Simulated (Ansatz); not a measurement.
The starting structures come from a database of crystals and need not be the phases stable at ambient conditions.

Input:

```
CELL_PARAMETERS angstrom
      3.56362     0.00000     0.00000
      0.00000     5.92910     0.00000
      0.00000     0.00000     7.20153
ATOMIC_POSITIONS crystal
  Ca 0.75000 0.24907 0.88814
  Ca 0.25000 0.75093 0.11186
  Ca 0.25000 0.25093 0.38814
  Ca 0.75000 0.74907 0.61186
  F  0.75000 0.47858 0.16574
  F  0.25000 0.52142 0.83426
  F  0.25000 0.02142 0.66574
  F  0.75000 0.97858 0.33426
  F  0.25000 0.64349 0.42648
  F  0.75000 0.35651 0.57352
  F  0.75000 0.85651 0.92648
  F  0.25000 0.14349 0.07352
```

Space group of this cell: Pnma. The cell is strained (lengths along the current scaled by 1.03, ions clamped); by r2SCAN its mean pressure is -3.2 GPa.

Transport runs along the normal of the first two printed cell vectors.

No gap correction and no spin-orbit coupling; mid-gap values are interpolated between computed energies.

Q: State the band gap and the smallest decay constant κ at mid-gap according to r2SCAN run with Ansatz (a quantum-chemistry and plane-wave program).

A: Gap 8.49 eV on a 8×6×4 mesh; κ = 0.576 1/Å, at the zone centre.
